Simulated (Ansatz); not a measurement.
```
CELL_PARAMETERS angstrom
      0.00000     2.24893     2.24893
      2.24893     0.00000     2.24893
      2.24893     2.24893     0.00000
ATOMIC_POSITIONS crystal
  N  0.75000 0.75000 0.75000
  Ga 0.00000 0.00000 0.00000
```

No spin polarisation.

Computed with Ansatz (a first-principles code) r2SCAN, scalar-relativistic without spin-orbit coupling. Settings: 13×13×13 k-points, 0.05 eV Fermi–Dirac smearing.

Problem. Predict the electron mass, band gap, space group and gap character.

Solution. The electron mass comes out as 0.17 mₑ (at Γ) and the band gap is 2.17 eV. The space group is F-43m (No. 216) and the gap character is direct at Γ.

Masses are band curvatures over ±0.01 Å⁻¹ around the edge. Whether these cells are dynamically stable was not tested. The cell was made from GaP by this change: P → N. This is not the structure that GaN has at room temperature and ambient pressure.
